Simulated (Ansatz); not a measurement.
PBE against PBEsol: MgO

The parent structure is MgO in the rock salt structure (space group Fm-3m, No. 225; a = 4.254 Å).

(Cell as relaxed with PBE.)

Levels (all Ansatz, an electronic-structure program, PAW): PBE (420 eV, scalar-relativistic without spin-orbit coupling); PBEsol (420 eV, no spin-orbit coupling).

Each level relaxes its own structure.

```json
[
 {"quantity": "volume per atom", "PBE": "9.62 Å³", "PBEsol": "…"},
 {"quantity": "lattice parameter a", "PBE": "4.254 Å", "PBEsol": "…"},
 {"quantity": "band gap", "PBE": "4.46 eV", "PBEsol": "…"},
 {"quantity": "gap character", "PBE": "direct at Γ", "PBEsol": "…"},
 {"quantity": "electron mass", "PBE": "0.34 mₑ", "PBEsol": "…"},
 {"quantity": "hole mass (degenerate bands, along [100])", "PBE": "0.38, 2.2, 2.2 mₑ", "PBEsol": "…"}
]
```

Q: Predict the PBEsol column.

A: 
- volume per atom, PBEsol: 9.35 Å³
- lattice parameter a, PBEsol: 4.214 Å
- band gap, PBEsol: 4.62 eV
- gap character, PBEsol: direct at Γ
- electron mass, PBEsol: 0.34 mₑ
- hole mass (degenerate bands, along [100]), PBEsol: 0.38, 2.1, 2.1 mₑ

PBE's volume per atom lies 0.27 Å³ above PBEsol's (2.9 %); PBE's lattice parameter a lies 0.040 Å above PBEsol's (0.9 %); PBE's band gap lies 0.16 eV below PBEsol's; the two agree on the gap character and electron mass. Neither level is exact; PBEsol is the comparison here, not a measurement.

Masses are band curvatures over ±0.01 Å⁻¹ around the edge. No phonon test of stability was made. The base started in Pnma and relaxed to Fm-3m at this level.
